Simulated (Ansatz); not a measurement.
C11b WSi2, treated with PBE in Ansatz (PAW).

Run with plane-wave cutoff 520 eV, 24×24×24 k mesh, Fermi–Dirac smearing 0.05 eV, no spin polarisation, scalar-relativistic PAW data made under PBE.

Cell (relaxed at this level):

```cif
data_Si4W2
_chemical_formula_sum 'Si4 W2'
_space_group_name_H-M_alt 'I4/mmm'
_space_group_IT_number 139
_space_group_name_Hall '-I 4 2'
_cell_length_a 3.22903
_cell_length_b 3.22903
_cell_length_c 7.86742
_cell_angle_alpha 90.000
_cell_angle_beta 90.000
_cell_angle_gamma 90.000
loop_
_atom_site_label
_atom_site_type_symbol
_atom_site_symmetry_multiplicity
_atom_site_Wyckoff_symbol
_atom_site_fract_x
_atom_site_fract_y
_atom_site_fract_z
_atom_site_occupancy
Si1 Si 4 e 0.00000 0.00000 0.33455 1
W1 W 2 a 0.00000 0.00000 0.00000 1
```
(The calculation used a cell of 3 atoms; values per cell refer to that cell.)

What does this level give for the bulk modulus B0 and pressure derivative B′ of the bulk modulus?


bulk modulus B0: 217 GPa
pressure derivative B′ of the bulk modulus: 4.4

The run finds no gap.

Note: the bulk modulus comes from volumes at which shape and atoms were relaxed.

Spin–orbit coupling is not included.

Computed values are for the static lattice.

The result took roughly 15 core-minutes.

Ansatz is a program for electronic structure.
